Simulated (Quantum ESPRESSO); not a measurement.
A self-consistent single point of Si (P1, 4 atoms in the cell) with Quantum ESPRESSO.

Computed with LDA (PZ), GBRV 1.5 ultrasoft (LDA) pseudopotentials (plane waves; Quantum ESPRESSO).

The change in words: lattice scaled by 0.98. Reference geometry:
```
CELL_PARAMETERS angstrom
      3.83132     0.00000     0.00000
     -1.91566     3.31802     0.00000
      0.00000     0.00000     6.33262
ATOMIC_POSITIONS crystal
  Si 0.32960 0.66628 0.06911
  Si 0.66692 0.32876 0.93630
  Si 0.65714 0.32969 0.56058
  Si 0.34633 0.67527 0.43400
```

Reference input (self-consistent single point, DFT, LDA (PZ), plane waves, GBRV 1.5 ultrasoft (LDA) pseudopotentials): ecutwfc = 40 Ry; ecutrho = 200 Ry; occupations = smearing; smearing = fermi-dirac; degauss = 0.000734986 Ry; potentials = {Si: si_lda_v1.uspp.F.UPF}; K_POINTS = automatic 7 7 4 0 0 0; conv_thr = 1e-09 Ry. This run's input differs from it in these lines:

```diff
@@ -23,10 +23,10 @@
 CELL_PARAMETERS {angstrom}
-   3.8313200000     0.0000000000     0.0000000000
-  -1.9156600000     3.3180200000     0.0000000000
-   0.0000000000     0.0000000000     6.3326200000
+   3.7546940000     0.0000000000     0.0000000000
+  -1.8773470000     3.2516600000     0.0000000000
+   0.0000000000     0.0000000000     6.2059680000
 ATOMIC_POSITIONS {angstrom}
-Si   -0.0135686198    2.2107403197    0.4376347030
-Si    1.9254068781    1.0908388912    5.9292574365
-Si    1.8861607517    1.0939080597    3.5499717827
-Si    0.0333209900    2.2405527294    2.7483760779
+Si   -0.0132972488    2.1665257798    0.4288820365
+Si    1.8868989415    1.0690222449    5.8106726623
+Si    1.8484377335    1.0720300304    3.4789725713
+Si    0.0326545737    2.1957419449    2.6934087299
 K_POINTS {automatic}
```

Output (repeated stretches shortened):

```
     Self-consistent Calculation

     iteration #  1     ecut=    40.00 Ry     beta= 0.70

     Threshold (ethr) on eigenvalues was too large:
     Diagonalizing with lowered threshold

     total energy              =     -38.50130800 Ry
     estimated scf accuracy    <       0.12770020 Ry

     iteration #  2     ecut=    40.00 Ry     beta= 0.70

     total energy              =     -38.50933371 Ry
     estimated scf accuracy    <       0.00402973 Ry

     iteration #  3     ecut=    40.00 Ry     beta= 0.70

     total energy              =     -38.50976129 Ry
     estimated scf accuracy    <       0.00183598 Ry

   [... 4 blocks of this kind left out ...]

     iteration #  8     ecut=    40.00 Ry     beta= 0.70

     total energy              =     -38.51041187 Ry
     estimated scf accuracy    <          1.1E-09 Ry

     iteration #  9     ecut=    40.00 Ry     beta= 0.70
     End of self-consistent calculation

     the Fermi energy is     7.0979 ev

!    total energy              =     -38.51041188 Ry
     estimated scf accuracy    <          2.8E-10 Ry
     smearing contrib. (-TS)   =      -0.00001442 Ry
     internal energy E=F+TS    =     -38.51039745 Ry

     convergence has been achieved in   9 iterations

     Forces acting on atoms (cartesian axes, Ry/au):

     atom    1 type  1   force =     0.01200227   -0.00579864   -0.03295113
     atom    2 type  1   force =    -0.01234422    0.00600805    0.00465247
     atom    3 type  1   force =     0.03005708    0.01929053    0.00837495
     atom    4 type  1   force =    -0.02971513   -0.01949993    0.01992370

     Total force =     0.066929     Total SCF correction =     0.000032

          total   stress  (Ry/bohr**3)                   (kbar)     P=       40.86
   0.00015806  -0.00006074   0.00009114           23.25       -8.94       13.41
  -0.00006074   0.00030994   0.00003016           -8.94       45.59        4.44
   0.00009114   0.00003016   0.00036518           13.41        4.44       53.72

   JOB DONE.
```

The run converged in 9 iterations. Against the reference run the free energy rises by 6.8 meV/atom, the pressure goes from -1.96 to 4.09 GPa and the largest force goes from 0.962 to 1.048 eV/Å.

The starting cell comes from a database of computed structures (which also holds hypothetical and non-ambient phases and stackings), without a prior relaxation at this level. Its atoms were displaced at random from the sites of space group no. 194. For this run, on top of that: lattice scaled by 0.98. With a pressure of about 4 GPa the cell is away from its equilibrium volume at this level. Forces in this geometry exceed 1 eV/Å.

Cost on one core of a shared machine: roughly 60 s.
